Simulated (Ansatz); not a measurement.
# O on the (0001) surface of wurtzite GaN (2x2 Ga adatom at T4; a constructed slab, bottom: 3 H on 4 bottom sites), one in a cell of 36 Å², started at the site 'over Ga at depth 1.7 Å'

Host crystal: wurtzite GaN, with a band gap (PBE, scalar-relativistic without spin-orbit coupling).

Method: PBE (plane waves to 420 eV, PAW; Ansatz, a first-principles code).

Slab: 45 atoms, 13.9 Å thick at the start with caps and adatoms under the adsorbate (thin: gaps and levels are the slab's own); k 4x4x1, smearing 0.01 eV, dipole-corrected; 23 atoms held, the rest relaxed; held to the start's symmetry, so lower structures may exist; spin-polarised, no spin-orbit, no U, no dispersion correction. Its gap by band count is narrow, 0.06 eV on this mesh, and the smearing reaches across it. The starting moment vanished. At the end it is bonded to 2 Ga. In PBE it is, or lies within 0.03 eV of, the lowest of the starts that converged.

| Quantity | Value |
|---|---|
| adsorption energy against ½ O2(g) | -3.02 eV |
| change of the step from the bottom to the top vacuum level, against the clean slab | 0.50 eV |
| energy released by relaxation | 2.04 eV |
| height of the binding atom over the mean of the host atoms within 0.3 Å of the top one | -0.139 bohr |
| nearest host atoms of the binding atom | Ga at 1.84 Å, Ga at 1.85 Å, N at 3.04 Å |
| largest move of a host atom | 0.28 Å |
| caution | the clean host was not checked against rearrangement in a larger or rattled cell |

A negative adsorption energy means that the adsorbate is more stable on the surface than in its reference.
